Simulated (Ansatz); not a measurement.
## The (111) surface of germanium in its 1x1 cell, relaxed from an ideal cut (the real face may reconstruct), outermost plane spacing 0.83 Å in the ideal cut

Computed with PBE (plane waves to 420 eV, PAW; Ansatz, a first-principles code).

Set-up: 8 atoms, 10.8 Å thick at the start; mesh 7x7x1; 0.025 eV smearing; dipole correction on; all atoms relaxed; symmetry of the start imposed; no spin (no spin-polarised run to compare, though such a face may carry moments), no spin-orbit, no U. The slab shows no gap on its mesh.

```yaml
surface energy (mean of both faces): 1.04 J/m²
surface_energy_before_relaxation: 1.05 J/m²
work_function_of_the_top_face: 4.61 eV
energy_released_by_relaxation: 0.023 eV
cost: about 70 core-seconds (a rough figure)
```
